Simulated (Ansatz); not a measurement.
## CsCl-type TmRh

These are LDA (PAW; Ansatz, a first-principles code) values and carry that method's errors.

Run with plane-wave cutoff 500 eV, 16×16×16 k mesh, Fermi–Dirac smearing 0.1 eV, spin-polarised start, scalar-relativistic PAW data made under PBE.

Cell (relaxed at this level):

RhTm has the cubic space group Pm-3m (No. 221), the CsCl type structure, Pearson symbol cP2. Lattice parameters: a = 3.2929 Å, b = 3.2929 Å, c = 3.2929 Å, α = 90.00°, β = 90.00°, γ = 90.00°. Tm on 1b is surrounded by 8 Rh at 2.852 Å and 6 Tm at 3.293 Å. Rh on 1a is coordinated by 8 Tm at 2.852 Å and 6 Rh at 3.293 Å. (Neighbours: up to the widest gap in distance over summed covalent radii, below 1.35, at either atom.)

For CsCl-type TmRh, the band gap comes out as none.

Note: the magnetic order was assumed, not searched for or taken from measurement; the 4f shell is treated without U or exact exchange, so its levels and filling can be wrong; the volume lies 6 % below that of the published cell.

Spin–orbit coupling is not included.

The computed numbers hold no vibrational or temperature effects.
